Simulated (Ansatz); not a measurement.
Input for Be 7H (hcchhch) (a stacking that need not occur in nature):

Ansatz 0.2 input:
```yaml
crystal:
  lattice:
    - [2.233725957, 0.0, 0.0]
    - [-1.116862979, 1.934463423, 0.0]
    - [0.0, 0.0, 12.766806945]
  atoms:
    - { symbol: Be, position: [0.0, 0.0, 0.0] }
    - { symbol: Be, position: [0.6666667, 1.3333333, 0.1428571] }
    - { symbol: Be, position: [0.3333333, 0.6666667, 0.2857143] }
    - { symbol: Be, position: [0.0, 0.0, 0.4285714] }
    - { symbol: Be, position: [0.3333333, 0.6666667, 0.5714286] }
    - { symbol: Be, position: [0.0, 0.0, 0.7142857] }
    - { symbol: Be, position: [0.6666667, 1.3333333, 0.8571429] }
basis:
  ecutwfc: 420
  ecutrho_ratio: 4
  xc_grid: 2
kpoints:
  mp_grid: { grid: [27, 27, 7] }
hamiltonian:
  xc: pbe
  dispersion: none
  pseudopotentials: { kind: paw }
scf:
  n_extra_bands: 12
  occupations: { method: fermi_dirac, width: 0.1 }
output:
  forces: true
  stress: true
relax:
  f_tol: 0.01
  max_steps: 60
  cell: { stress_tol: 0.03 }
```

These are PBE (plane waves to 420 eV, PAW; Ansatz, a program for electronic structure) values and carry that method's errors. Scalar-relativistic, without spin–orbit coupling. Its k-point mesh 27×27×7, Fermi–Dirac width 0.1 eV.

Write the closing report of this run, without the band table and long remarks, to eight decimals at most.


```
SCF converged after 6 iterations
Free energy (F): -649.152995 eV
Harris-Foulkes:  -649.152995 eV  (|F-HF|=3.41e-13)
Internal energy: -649.140045 eV  (E = F + TS)
E sigma→0 (E₀):  -649.146520 eV
Entropy (-TS):   -0.012951 eV (-1.850 meV/atom)
Fermi energy:    8.279699 eV
--- Per-component energies (eV) ---
  E_band       = 43.309269
  E_kinetic    = 147.809311
  E_local      = 19.878485  (includes V_loc(G=0)·N_el)
  E_nonlocal   = 30.809272
  E_hartree    = 0.302677
  E_xc         = -138.631172
  E_vxc        = -145.842991  (∫ρ·V_xc dr)
  E_paw        = -416.985490  (= ΣΔE_a)
  E_vpaw       = -9.950158  (= ΣTr[D̂ρ^β])
  E_aug_tail   = -0.000005  (compensation charges beyond the density's cutoff)
  E_ewald      = -292.323124
  E_smearing   = -0.012951  (= −TS)
  E_closure    = 0.000000  (closes the sum)
  Σ components = -649.152995   (vs F -649.152995, Δ=0.00e0)
--- Forces (eV/Å), atoms counted from 1 ---
  atom   1  Be    0.00000000     0.00000000    -0.00006276
  atom   2  Be    0.00000000     0.00000000    -0.00012399
  atom   3  Be     0.00000000    0.00000000     0.00012399
  atom   4  Be     0.00000000    0.00000000     0.00006276
  atom   5  Be    0.00000000     0.00000000    -0.00008043
  atom   6  Be     0.00000000     0.00000000     0.00000000
  atom   7  Be     0.00000000    0.00000000     0.00008043
  max |Σ_I F_I| component: 3.93e-17 eV/Å
--- Stress (GPa, compression-positive) ---
        0.004786      0.000000       0.000000
       0.000000       0.004786      0.000000
        0.000000      0.000000      -0.012568
  P = ⅓ Tr σ = -0.0010 GPa (-0.010 kbar)
--- Relaxed structure (5 steps of the walk, 5 accepted, 1 SCFs on fresh bases) ---
  F+E_penalty+E_count = -649.15299545 eV   max|allowed force component| = 1.240e-4 eV/Å   (the final SCF, on the basis selected at the relaxed cell)
  cell:  # Å, volume = 55.2604 Å³
    - [2.25324958, 0.0, 0.0]
    - [-1.12662479, 1.95137138, 0.0]
    - [0.0, 0.0, 12.56796970]
  atoms:
    - { symbol: Be, position: [0.0, 0.0, -0.00166538] }
    - { symbol: Be, position: [0.66666667, 1.33333333, 0.14143203] }
    - { symbol: Be, position: [0.33333333, 0.66666667, 0.28713940] }
    - { symbol: Be, position: [0.0, 0.0, 0.43023681] }
    - { symbol: Be, position: [0.33333333, 0.66666667, 0.57100916] }
    - { symbol: Be, position: [0.0, 0.0, 0.71428571] }
    - { symbol: Be, position: [0.66666667, 1.33333333, 0.85756226] }
```

Cost: roughly 110 core-seconds.
